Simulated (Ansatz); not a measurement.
**RuSi, response to strain**

The reference is RuSi (space group P2_13, No. 198; a = 4.690 Å). Axes: x, y, z lie along the cube axes.

Strains are applied to the cell and any free atomic positions relax; under biaxial strain the out-of-plane vector relaxes too; under stress the whole cell relaxes.

The values are results of PBEsol/PAW in Ansatz (a quantum-chemistry and plane-wave program), spin-orbit coupling left out, earlier PAW set, not measurements.

Notes on the quantities. energy relative to the base: free energy F.

| change | volume per atom | space group | energy relative to the base |
|---|---|---|---|
| base | 12.89 Å³ | P2_13 (No. 198) | 0 meV/atom |
| biaxial strain −4.27 %, plane normal [001], relaxed out of plane | 12.50 Å³ | P2_12_12_1 (No. 19) | +51 meV/atom |
| biaxial strain +1.14 %, plane normal [111], relaxed out of plane | 13.10 Å³ | R3 (No. 146) | +4.8 meV/atom |
| uniaxial stress, 2 GPa tension along x | 12.94 Å³ | P2_12_12_1 (No. 19) | +0.9 meV/atom |

Beyond what the load breaks, stability against distortions was not tested. All final runs are without spin polarisation.
